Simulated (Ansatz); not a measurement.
Given:

```xyz
8
Lattice="5.4257 0.0000 0.0000 0.0000 5.4257 0.0000 2.7129 -2.7129 5.5801" Properties=species:S:1:pos:R:3 pbc="T T T"
Ga     2.7129     2.7129     0.0000
Ga     5.4257     2.7129     2.7900
Cu     0.0000     0.0000     0.0000
Cu     2.7129     0.0000     2.7900
Se     4.0693     1.3029     1.3950
Se     4.0157    -1.3564     4.1851
Se     1.3564     4.1229     1.3950
Se     6.8357     1.3564     4.1851
```

No spin polarisation.

The values are results of LDA, PAW, 420 eV (Ansatz, a quantum-chemistry and plane-wave program; no SOC), not measurements. Γ-centred 9×9×9 mesh, Fermi–Dirac width 0.05 eV.

Question: Predict the valence-band top at Γ, band gap and in-plane stress.

Answer: 
- Valence-band top at Γ (three highest levels, from the VBM): 0.00, 0.00, -0.02 eV
- Band gap: 0.24 eV
- Mean in-plane stress (compression positive): +1.4 GPa

The cells carry an imposed strain or load. Stability against distortions was not tested. The final runs are not spin-polarised. The cell was made from GaCuSe2 in the chalcopyrite structure (space group I-42d, No. 122) by this change: biaxial strain −1.50 %, plane normal [001], relaxed out of plane. The zero or small gap of GaCuSe2 can change with the level of theory.
